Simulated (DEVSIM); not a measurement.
System: abrupt GaSb n-p junction, at 300 K.

```
layer (left to right)  material  thickness (μm)  Nd (cm⁻³)  Na (cm⁻³)  τn (s)  τp (s)
---------------------  --------  --------------  ---------  ---------  ------  ------
1                          GaSb           0.580     1.5e16          -  3.3e-8  3.3e-8
2                          GaSb            5.80          -     5.4e15  3.3e-8  3.3e-8
```

Left contact: ohmic. Right contact: ohmic. Voltage is applied to the left contact. Recombination: SRH at mid-gap, radiative, Auger. Mobility is constant in doping.

The device is made up for the run: typed textbook-type constants, with dimensions and the other settings drawn at random. Values at 300 K.

```tsv
parameter	GaSb
gap (eV)	0.726
affinity (eV)	4.06
permittivity	15.7
Nc (cm⁻³)	2.1e17
Nv (cm⁻³)	1.8e19
μn (cm²/Vs)	5000
μp (cm²/Vs)	850
B (cm³/s)	1e-10
Cn (cm⁶/s)	5e-30
Cp (cm⁶/s)	5e-30
```

Model (solved in DEVSIM): 1D drift-diffusion, Boltzmann statistics, complete ionisation; no tunnelling, impact ionisation, image-force lowering or self-heating.

The thickness of layer 1 was swept, all else fixed.

```tsv
thickness of layer 1 (μm)	dark forward voltage at 100 A/cm² (V)	dark forward voltage at 1 A/cm² (V)
0.12	0.408	0.237
0.2	0.410	0.252
0.35	0.411	0.264
0.58	0.412	0.271
0.99	0.412	0.276
1.7	0.413	0.279
2.9	0.414	0.281
```

From the first row to the last the dark forward voltage at 100 A/cm² goes from 0.408 to 0.414. From the first row to the last the dark forward voltage at 1 A/cm² goes from 0.237 to 0.281.
